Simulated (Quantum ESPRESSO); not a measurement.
## Quick settings and what they miss: In (I4/mmm, 1 atom in the cell)

Self-consistent single point.

```
In
1.0
    1.65418    -1.65418     2.53029
    1.65418     1.65418     2.53029
   -1.65418    -1.65418     2.53029
In
1
Direct
  0.00000   0.00000   0.00000
```

Level of theory: PBE, PSlibrary ultrasoft (PBE, semicore) pseudopotentials (plane waves; Quantum ESPRESSO).

Base settings: ecutwfc = 50 Ry; ecutrho = 300 Ry; occupations = smearing; smearing = cold; degauss = 0.0073499 Ry; potentials = {In: In.pbe-dn-rrkjus_psl.1.0.0.UPF}; K_POINTS = automatic 11 11 11 1 1 1; conv_thr = 1e-09 Ry; mixing_beta = 0.5.

Tight run (finer mesh or higher cutoff; not a proven limit): ecutwfc: 50 Ry → 70 Ry; ecutrho: 300 Ry → 420 Ry; conv_thr: 1e-09 Ry → 7.3e-11 Ry; K_POINTS: automatic 11 11 11 1 1 1 → automatic 15 15 15 1 1 1. It gave Fermi level (on the code's own zero) 9.59 eV; pressure -0.22 GPa.

Quick runs, as changes from the base:
- A: the base itself
- B: ecutwfc: 50 Ry → 40 Ry; ecutrho: 300 Ry → 240 Ry; K_POINTS: automatic 11 11 11 1 1 1 → automatic 6 6 6 1 1 1
- C: ecutwfc: 50 Ry → 30 Ry; ecutrho: 300 Ry → 180 Ry; smearing: cold → gauss; degauss: 0.0073499 Ry → 0.0099958 Ry; K_POINTS: automatic 11 11 11 1 1 1 → automatic 6 6 6 1 1 1
- D: ecutwfc: 50 Ry → 25 Ry; ecutrho: 300 Ry → 150 Ry; smearing: cold → mp; degauss: 0.0073499 Ry → 0.0147 Ry; K_POINTS: automatic 11 11 11 1 1 1 → automatic 4 4 4 1 1 1
- E: ecutwfc: 50 Ry → 40 Ry; ecutrho: 300 Ry → 240 Ry; pseudopotentials: {In: In.pbe-dn-rrkjus_psl.1.0.0.UPF} → {In: In.pz-dn-rrkjus_psl.1.0.0.UPF}; K_POINTS: automatic 11 11 11 1 1 1 → automatic 2 2 2 1 1 1 [LDA (PZ), PSlibrary ultrasoft (LDA]
- F: K_POINTS: automatic 11 11 11 1 1 1 → automatic 4 4 4 1 1 1

Energies are extrapolated to zero smearing width, which holds to low order in the width alone (under cold and Methfessel-Paxton smearing the free energy itself is taken).

Dashes: energy of E, another energy zero.

† marks runs with another functional, U, potentials or spin treatment: their distance from the tight run is not a convergence error alone.

The count of work is k-points × plane waves × bands × iterations; it is no time. 

The starting cell comes from a database of computed structures (which also holds hypothetical and non-ambient phases and stackings), without a prior relaxation at this level. Its lattice was rescaled by a random factor within 2.5 % of one.

```
run  energy less tight (meV/atom)  pressure less tight (GPa)  count of work / tight
---  ----------------------------  -------------------------  ---------------------
A                            82.6                      -1.46                   0.26
B                           128.9                      -0.28                  0.048
C                          1757.0                     -74.67                  0.036
D                          9931.7                    -316.25                 0.0094
E†                              –                       1.80                 0.0045
F                            56.1                      -1.80                  0.023
```

Among the runs at the tight run's level, the energy misses run from 56.1 to 9931.7 meV/atom.
